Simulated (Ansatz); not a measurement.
# SiC: response to strain

Base system: SiC in the wurtzite structure (space group P6_3mc, No. 186; a = 3.076 Å, c = 5.048 Å). Axes: x lies along a and z along c of the hexagonal cell.

Strains are applied to the cell and any free atomic positions relax.

The values are results of plane-wave PAW DFT at the PBEsol level (Ansatz, a program for electronic structure, 420 eV), scalar-relativistic without spin-orbit coupling, not measurements.

Notes on the quantities. energy relative to the base: free energy F; pressure: mean of the normal stresses, compression positive.

| change | energy relative to the base | band gap | pressure | shortest interatomic distance |
|---|---|---|---|---|
| base | 0 meV/atom | 2.12 eV | 0.00 GPa | 3.559 bohr |
| tensor shear ε_xz = +1.00 % | +1.9 meV/atom | 2.09 eV | 0.00 GPa | 3.549 bohr |
| tensor shear ε_xz = +0.33 % | +0.2 meV/atom | 2.12 eV | 0.00 GPa | 3.556 bohr |
| tensor shear ε_xz = +0.67 % | +0.9 meV/atom | 2.10 eV | 0.00 GPa | 3.552 bohr |
| tensor shear ε_xz = +2.00 % | +7.7 meV/atom | 2.02 eV | 0.03 GPa | 3.541 bohr |
| tensor shear ε_xz = +1.33 % | +3.4 meV/atom | 2.06 eV | 0.01 GPa | 3.547 bohr |
| tensor shear ε_xz = +1.67 % | +5.4 meV/atom | 2.04 eV | 0.02 GPa | 3.544 bohr |

Whether these cells are dynamically stable was not tested.
